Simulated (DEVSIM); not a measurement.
System: Schottky contact on n-type GaAs, at 300 K.

Layer 1 from the left is GaAs, thickness (μm) 0.330, Nd (cm⁻³) 4.1e15, τn (s) 5e-10, τp (s) 5e-10.

Left contact: Schottky, work function 4.93 eV, emission velocity 7.5e6 cm/s. Right contact: ohmic. Voltage is applied to the left contact. Recombination: SRH at mid-gap, radiative. Mobility is μmin + (μ − μmin)/(1 + (N/Nref)^α).

This is a model device: material constants are rounded textbook-type values typed into the input, and sizes, dopings and lifetimes were drawn at random. Values at 300 K.

GaAs: gap (eV) 1.424, affinity (eV) 4.07, permittivity 12.9, Nc (cm⁻³) 4.7e17, Nv (cm⁻³) 9e18, μn (cm²/Vs) 8500, μp (cm²/Vs) 400, μn,min 500, μp,min 20, Nref,n 6e16, Nref,p 1.5e17, αn 0.39, αp 0.38, B (cm³/s) 2e-10.

Simulated with DEVSIM: 1D drift-diffusion, Boltzmann statistics, complete ionisation; no tunnelling, impact ionisation, image-force lowering or self-heating. Metal contacts follow the ideal Schottky-Mott rule: no Fermi-level pinning, no interface dipoles.

Dark forward current:

```csv
|V| (V),|J| (A/cm²)
0.05,1.346e-8
0.10,9.772e-8
0.15,6.580e-7
0.20,4.466e-6
0.25,3.057e-5
0.30,0.0002101
0.35,0.001445
0.40,0.009944
0.45,0.06833
0.50,0.4684
0.55,3.196
0.60,21.53
0.65,139.2
0.70,775.0
0.75,2964
```

**Question.** Work out the local ideality factor n = ΔV / (kT/q · ln(J2/J1)) between the rows 0.15 and 0.20 V, 0.35 and 0.40 V, 0.70 and 0.75 V.

**Answer.** kT/q = 25.85 mV. From 0.15 to 0.20 V: ln(4.466e-6/6.580e-7) = 1.915, n = 1.01, near the 1 of diffusion or emission over a barrier. From 0.35 to 0.40 V: ln(0.009944/0.001445) = 1.929, n = 1.00, near the 1 of diffusion or emission over a barrier. From 0.70 to 0.75 V: ln(2964/775.0) = 1.341, n = 1.44; the layers' resistance at their doping, Σ W/(qμN) = 7.8e-6 Ω cm², would take 17 mV of this step of 50 mV.

**Question.** Estimate the current at 0.40 V for emission alone, J0 = q v N_band exp(−φB/kT), and read the barrier back from the simulated current.

**Answer.** φB = 0.860 eV, N_band = 4.70e17 cm⁻³, J0 = 2.01e-9 A/cm²; J = J0 (exp(qV/kT) − 1) = 0.0106 A/cm². The simulation gives 0.00994 A/cm²; the estimate lies 6.2 % above. Read backwards, the simulated current gives an apparent barrier of 0.862 eV. The estimate leaves out transport through the depletion region and minority injection.
